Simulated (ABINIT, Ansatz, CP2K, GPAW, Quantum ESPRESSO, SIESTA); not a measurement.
## Code comparison for Tl (P6_3/mmc, 4 atoms in the cell)

Self-consistent single point.

```
Tl
1.0
    3.47671     0.00000     0.00000
   -1.73836     3.01092     0.00000
    0.00000     0.00000    11.16308
Tl
4
Direct
  0.00000   0.00000   0.00000
  0.00000   0.00000   0.50000
  0.33333   0.66667   0.25000
  0.66667   0.33333   0.75000
```

Shared settings, as Ansatz (a quantum-chemistry and plane-wave program) writes them: kpoints.mp_grid.grid = 7 7 2; scf.occupations.method = gaussian; scf.occupations.width = 0.05 eV. Potentials and cutoffs stand in the table.

```
code                                                                                                                                 model  pressure (GPa)       cutoff
----------------  ------------------------------------------------------------------------------------------------------------------------  --------------  -----------
Ansatz                                                                                                 LDA (PW92), PAW files made with PBE           -2.54      default
GPAW                                                                         LDA (Perdew-Wang 92), GPAW PAW datasets LDA (gpaw-data 1.0.1)           -2.84       600 eV
SIESTA            LDA PW92, numerical atomic orbitals DZP, PseudoDojo LDA standard norm-conserving potentials (rewritten from UPF to PSML)           -2.63  grid 400 Ry
CP2K                                                  LDA (Pade form), GPW, DZVP-MOLOPT-SR-GTH basis, GTH-PADE potentials (GTH_POTENTIALS)           -1.83  grid 500 Ry
ABINIT                                                     LDA (PW92), norm-conserving pseudopotentials (PseudoDojo nc-sr-04 LDA standard)           -2.62        31 Ha
Quantum ESPRESSO                                                                       LDA (PZ), GBRV 1.5 ultrasoft (LDA) pseudopotentials           -4.13        40 Ry
```

On Ansatz's run: spin-orbit coupling is off.

The spread over the programs that give each value: pressure within 2.30 GPa.

SIESTA and CP2K use small atom-centred bases, whose incompleteness enters pressures, forces and empty levels differently from a plane-wave cutoff. Ansatz's pressure is given at a fixed set of plane waves, as the other plane-wave codes print theirs. The same LDA comes in different parametrisations, which differ slightly. In the pressure, Quantum ESPRESSO (by 1.40) lies more than 1 GPa from the median of the plane-wave programs.

The starting cell comes from a database of computed structures (which also holds hypothetical and non-ambient phases and stackings), without a prior relaxation at this level. Its lattice was rescaled by a random factor within 2.5 % of one.

Left out of this page: Elk (not drawn, or without a comparable value).

Keys are those of Ansatz 0.2.
